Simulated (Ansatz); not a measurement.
Base system: Zr in the hcp (Mg type) structure (space group P6_3/mmc, No. 194; a = 3.246 Å, c = 5.151 Å). Axes: x lies along a and z along c of the hexagonal cell.

The values are results of Kohn–Sham DFT with the r2SCAN functional, run in Ansatz (a program for electronic structure) with PAW and 500 eV plane waves, without spin-orbit coupling, not measurements.

Before the change:

The pressure is 0.0 GPa and the shortest interatomic distance comes out as 3.185 Å.

The change: tensor shear ε_xy = −3.73 % (engineering shear γ = -0.0746); the atoms relax in the strained cell.

### Question
How does this affect the pressure?

### Answer
The pressure (mean of the normal stresses, compression positive) is nearly the same (0.0 GPa against 0.1 GPa).

### Question
Predict the new energy relative to the base.

### Answer
The energy increases by 17 meV/atom.

### Question
Predict the new largest internal atomic displacement.

### Answer
The largest internal atomic displacement comes out as 0.061 Å.

### Question
Estimate the effect on the shortest interatomic distance.

### Answer
The shortest interatomic distance drops by 0.043 Å to 3.142 Å.

Without a gap, meshes like the base's 16×16×9 leave anisotropic stresses uncertain by several tenths of a GPa, and small strain energies with them. No phonon test of stability was made. The final runs are not spin-polarised.
